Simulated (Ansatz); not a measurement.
Effort and miss along a sweep of kpoints.mp_grid.grid: In₂NiS₄ (Fd-3m, 14 atoms in the cell)

Cell: a = 7.3093 Å, b = 7.3093 Å, c = 7.3093 Å, α = 60.00°, β = 60.00°, γ = 60.00°.

Level of theory: LDA (PW92), default PAW files made with PBE (plane waves; Ansatz, a first-principles code).

Base settings: basis.ecutwfc = 30.9 Ry; kpoints.mp_grid.grid = 3 3 3; hamiltonian.xc = lda; hamiltonian.pseudopotentials = {kind: paw} (the program's default PAW files); magnetization.spin_polarized = true; scf.occupations.method = gaussian; scf.occupations.width = 0.02 Ry.

Misses are taken against the tightest run, 14 14 14, which need not be fully converged itself. The energy is the free energy per atom.

The count of work is k-points × plane waves × bands × iterations; it is no time, and leaves out set-up, grids and terms that scale otherwise. Core times come from one kind of shared machine and are given to one figure; runs under 30 s give none.

The starting cell comes from a database of published, mostly measured structures (it also holds non-ambient and calculated ones), without a prior relaxation at this level. Its lattice was rescaled by a random factor within 2.5 % of one. The magnetic order is the one reached from the typed start; others were not searched systematically. The program warned that, by what it read of turns of the moments, another magnetic order lies lower. In the base run, with a pressure of about 4 GPa the cell is away from its equilibrium volume at this level. In the base run, forces exceed 1 eV/Å. Ansatz's pressure includes its estimate of the finite-basis (Pulay) stress.

The runs (kpoints.mp_grid.grid): 1 1 1 | 2 2 2 | 3 3 3 | 4 4 4 | 5 5 5 | 6 6 6 | 8 8 8 | 9 9 9 | 11 11 11 | 14 14 14.

Question: Which is the coarsest setting among those run that, with all tighter ones, holds the energy within 20 meV/atom of the reference, and what does it save?

Answer: 2 2 2, off by 15 meV/atom; it needs 0.029 of the reference's count of work.

Question: Which is the coarsest setting among those run that, with all tighter ones, holds the energy within 2 meV/atom of the reference, and what does it save?

Answer: 3 3 3, off by 0.76 meV/atom; it needs 0.044 of the reference's count of work.

Question: What does the step from 1 1 1 to 3 3 3 buy?

Answer: It takes the miss in the energy from 740 to 0.76 meV/atom, for 4.2 times the count of work.

| kpoints.mp_grid.grid | energy less reference (meV/atom) | pressure less reference (GPa) | largest difference in the force on any atom (eV/Å) | count of work / reference | core time / reference (rough) |
|---|---|---|---|---|---|
| 1 1 1 | 742.70 | 5.91 | 0.530 | 0.010 | – |
| 2 2 2 | 14.98 | 0.20 | 0.001 | 0.029 | – |
| 3 3 3 | -0.76 | -0.06 | 0.016 | 0.044 | – |
| 4 4 4 | -0.12 | -0.01 | 0.002 | 0.077 | – |
| 5 5 5 | -0.07 | 0.00 | 0.000 | 0.10 | 0.09 |
| 6 6 6 | -0.03 | 0.00 | 0.000 | 0.15 | 0.2 |
| 8 8 8 | 0.00 | 0.00 | 0.000 | 0.28 | 0.4 |
| 9 9 9 | 0.00 | 0.00 | 0.000 | 0.34 | 0.3 |
| 11 11 11 | 0.00 | 0.00 | 0.000 | 0.54 | 0.5 |
| 14 14 14 | 0.00 | 0.00 | 0.000 | 1.0 | 1 |

Keys are those of Ansatz 0.2.
